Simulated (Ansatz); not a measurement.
Ansatz (a quantum-chemistry and plane-wave program) run on Hf2Ge (I4/mcm, 6 atoms in the cell): self-consistent single point.

Method of the run: LDA (PW92), PAW files made with PBE (plane waves; Ansatz).

```
Hf2Ge
1.0
   -3.25803     3.25803     2.62054
    3.25803    -3.25803     2.62054
    3.25803     3.25803    -2.62054
Hf Ge
4 2
Direct
  0.34424   0.15576   0.50000
  0.65576   0.84424   0.50000
  0.15576   0.65576   0.81152
  0.84424   0.34424   0.18848
  0.25000   0.25000   0.00000
  0.75000   0.75000   0.00000
```

Reference input (self-consistent single point, DFT, PBEsol, plane waves, PAW files made with PBE): kpoints.mp_grid.grid = 5 5 5; hamiltonian.xc = pbesol; hamiltonian.pseudopotentials = {kind: paw} (the program's default PAW files); scf.occupations.method = gaussian; scf.occupations.width = 0.1 eV. This run's input differs from it in these lines:

Ansatz 0.2 input:
```diff
@@ -17,3 +17,3 @@
 hamiltonian:
-  xc: pbesol
+  xc: lda
   pseudopotentials:
```

Log, with long lists cut:

```
SCF iter   1: F=—  HF=-70348.156666 eV  |F-HF|=—  |Δ(HF+E_count)|=         —  Δρ=5.47e-2  dr2=7.70e0  ethr=3.10e-3  ⟨swp⟩=5.5  Hψ=4424  notcnv=0  defer=13
all-band conjugate gradients solve this SCF's bands
preconditioner: auto → Kerker (q_TF=auto, 2.807 Å⁻¹)
SCF iter   2: F=—  HF=-70346.691771 eV  |F-HF|=—  |Δ(HF+E_count)|=    1.46e0  Δρ=3.11e-2  dr2=2.97e0  ethr=3.10e-3  ⟨swp⟩=2.0  Hψ=2665  notcnv=0  defer=143
   [... lines left out ...]
SCF iter   7: F=—  HF=-70345.732916 eV  |F-HF|=—  |Δ(HF+E_count)|=   1.00e-4  Δρ=2.68e-4  dr2=5.41e-5  ethr=5.95e-7  ⟨swp⟩=2.4  Hψ=2503  notcnv=0  defer=138
SCF iter   8: F=—  HF=-70345.732916 eV  |F-HF|=—  |Δ(HF+E_count)|=   2.86e-7  Δρ=9.51e-5  dr2=5.70e-6  ethr=4.10e-8  ⟨swp⟩=2.4  Hψ=2324  notcnv=0  defer=138
SCF iter   9: F=—  HF=-70345.732915 eV  |F-HF|=—  |Δ(HF+E_count)|=   5.17e-7  Δρ=2.18e-5  dr2=3.18e-7  ethr=4.32e-9  ⟨swp⟩=2.7  Hψ=2507  notcnv=0  defer=138
SCF iter  10: F=-70345.732915 eV  HF=-70345.732915 eV  |F-HF|=6.13e-8  |Δ(HF+E_count)|=   8.54e-8  Δρ=4.41e-6  dr2=1.66e-8  ethr=7.58e-11  ⟨swp⟩=14.4  Hψ=8921  notcnv=0
SCF 1 converged in 10 iterations: F = -70345.732915 eV  dr2 = 1.66e-8
Free energy (F): -70345.732915 eV
Internal energy: -70345.720207 eV  (E = F + TS)
E sigma→0 (E₀):  -70345.726561 eV
Entropy (-TS):   -0.012709 eV (-2.118 meV/atom)
Fermi energy:    17.844983 eV
--- Forces (eV/Å), atoms counted from 1 ---
  atom   1  Hf    -0.07958984     0.07958984     0.00000000
  atom   2  Hf     0.07958984    -0.07958984    -0.00000000
  atom   3  Hf    -0.07958984    -0.07958984     0.00000000
  atom   4  Hf     0.07958984     0.07958984     0.00000000
  atom   5  Ge     0.00000000     0.00000000     0.00000000
  atom   6  Ge     0.00000000     0.00000000     0.00000000
--- Stress (GPa, compression-positive) ---
       -2.056961       0.000000       0.000000
        0.000000      -2.056961      -0.000000
        0.000000       0.000000      -3.267152
  P = ⅓ Tr σ = -2.4604 GPa (-24.604 kbar)
  The stress holds the Pulay correction. Without it, at fixed plane waves, as pw.x and ABINIT print it: P = -2.5021 GPa
```

The run converged in 10 iterations. Against the reference run the pressure goes from 1.77 to -2.46 GPa and the largest force moves little (0.116 to 0.113 eV/Å).

The starting cell comes from a database of computed structures (which also holds hypothetical and non-ambient phases and stackings), without a prior relaxation at this level. Its lattice was rescaled by a random factor within 2.5 % of one. Ansatz's pressure includes its estimate of the finite-basis (Pulay) stress.
